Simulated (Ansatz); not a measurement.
Relaxation of the outer planes of the (211) surface of bcc Na in its 1x1 cell, outermost plane spacing 1.71 Å in the ideal cut.

The numbers are results of PBE (plane waves to 420 eV, PAW; Ansatz, a program for electronic structure), not measurements.

Model: 7-atom slab, 10.3 Å thick at the start (thin: gaps and levels are the slab's own), 10x7x1 mesh, Fermi-Dirac 0.1 eV, dipole correction, all atoms relaxed; symmetry of the start imposed; no spin, no spin-orbit, no U.

```csv
plane,atoms,bulk spacing to the next (Å),relaxed spacing (Å),change (%),rumpling (Å)
1,Na,1.715,(withheld),(withheld),0.00
2,Na,1.715,1.791,4.5,0.00
```

Task: Some entries are withheld; supply them.

Result: 
- 1, relaxed spacing (Å): 1.541
- 1, change (%): -10.1
